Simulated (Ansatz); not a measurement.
Input:

End structure of a constructed model of the (111) surface of fcc Ag, p(2x2) surface alloy, Pd on one Ag site of the top plane (bottom of the slab: a bare face, its two planes held):

```
CELL_PARAMETERS angstrom
      5.86677     0.00000     0.00000
     -2.93338     5.08077     0.00000
      0.00000     0.00000    28.00000
ATOMIC_POSITIONS crystal
  Ag 0.16667 0.83333 0.28631
  Ag 0.16667 0.33333 0.28631
  Ag 0.66667 0.83333 0.28631
  Ag 0.66667 0.33333 0.28631
  Ag 0.33333 0.66667 0.37185
  Ag 0.33333 0.16667 0.37185
  Ag 0.83333 0.66667 0.37185
  Ag 0.83333 0.16667 0.37185
  Ag 0.50017 0.49983 0.45672
  Ag 0.50017 0.00035 0.45672
  Ag 0.99965 0.49983 0.45672
  Ag 0.00000 0.00000 0.45681
  Ag 0.66667 0.33333 0.54238
  Ag 0.66621 0.83310 0.54182
  Ag 0.16690 0.33379 0.54182
  Ag 0.16690 0.83310 0.54182
  Ag 0.83353 0.16647 0.62711
  Ag 0.83353 0.66705 0.62711
  Ag 0.33295 0.16647 0.62711
  Ag 0.33333 0.66667 0.62712
  Pd 0.00000 0.00000 0.70739
  Ag 0.00012 0.50006 0.71183
  Ag 0.49994 0.99988 0.71183
  Ag 0.49994 0.50006 0.71183
```

Model: 24-atom slab, 12.0 Å thick at the start, 8x8x1 mesh, Fermi-Dirac 0.1 eV, dipole correction, 8 atoms held, the rest relaxed; start symmetry kept, larger cells not searched; no spin, no spin-orbit, no U. It is one candidate, not shown to be the stable structure of the face.

Problem. What is the computed work function of the top face (PBE (Ansatz, a first-principles code))?

Solution. 4.55 eV
